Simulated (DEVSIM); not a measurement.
Device: Schottky contact on p-type Si, at 300 K.

Layer 1 from the left is Si, thickness (μm) 6.10, Na (cm⁻³) 9e16, τn (s) 4.4e-7, τp (s) 4.4e-7. Layer 2 from the left is Si, thickness (μm) 0.940, Na (cm⁻³) 9.1e17, τn (s) 4.4e-7, τp (s) 4.4e-7.

Left contact: Schottky, work function 4.564 eV, emission velocity 9.2e6 cm/s. Right contact: ohmic. Voltage is applied to the left contact. Recombination: SRH at mid-gap, radiative. Mobility is constant in doping.

This is a model device: material constants are rounded textbook-type values typed into the input, and sizes, dopings and lifetimes were drawn at random. Values at 300 K.

Si: gap (eV) 1.124, affinity (eV) 4.05, permittivity 11.7, Nc (cm⁻³) 2.86e19, Nv (cm⁻³) 3.1e19, μn (cm²/Vs) 1417, μp (cm²/Vs) 470, B (cm³/s) 4.7e-15.

Model (solved in DEVSIM): 1D drift-diffusion, Boltzmann statistics, complete ionisation; no tunnelling, impact ionisation, image-force lowering or self-heating. Metal contacts follow the ideal Schottky-Mott rule: no Fermi-level pinning, no interface dipoles.

What does the simulation give for the dark forward voltage at 100 A/cm², the potential step across the device at zero bias, the dark forward voltage at 1 A/cm²?

dark forward voltage at 100 A/cm² 0.291 V; potential step across the device at zero bias 0.519 V; dark forward voltage at 1 A/cm² 0.160 V.
